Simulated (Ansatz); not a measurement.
Where the default PAW files enter, the runs use the earlier of Ansatz's two default sets.

Input:

```yaml
crystal:
  lattice:
    - [4.91656, 0.00000, 0.00000]
    - [-2.45828, 4.25787, 0.00000]
    - [0.00000, 0.00000, 5.43163]
  atoms:
    - { symbol: Si, position: [0.53120, 0.53120, 0.33333] }
    - { symbol: Si, position: [0.46880, 0.00000, 0.00000] }
    - { symbol: Si, position: [0.00000, 0.46880, 0.66667] }
    - { symbol: O, position: [0.26856, 0.41310, 0.54782] }
    - { symbol: O, position: [0.58690, 0.85546, 0.21449] }
    - { symbol: O, position: [0.14454, 0.73144, 0.88115] }
    - { symbol: O, position: [0.85546, 0.58690, 0.45218] }
    - { symbol: O, position: [0.73144, 0.14454, 0.78551] }
    - { symbol: O, position: [0.41310, 0.26856, 0.11885] }
```

Space group of this cell: P3_221. The cell is taken as given.

The numbers are results of r2SCAN (plane waves, PAW; Ansatz, an electronic-structure program), not measurements.

The current runs along the normal of the first two printed vectors; no spin-orbit coupling. Scaled by the factor s: the length along the current (ions clamped). Meshes 12×12×6 and 12×12 across the current in all rows.

| s | mean pressure (GPa) | band gap (eV) |
|---|---|---|
| 0.97 | 6.7 | ? |
| 1.00 | 0.1 | 6.60 |
| 1.03 | -5.6 | 6.38 |

Problem. Take the slope of the band gap against ln s from the two given rows, extrapolate to s = 0.97, and say what the run there gives.

Solution. Slope = (6.38 − 6.60) / ln 1.03 = -7.44 eV. The line gives 6.60 + (-7.44) × ln 0.97 = 6.83 eV. The run gives 6.79 eV, 0.04 eV under the line, 16 % of the predicted step.
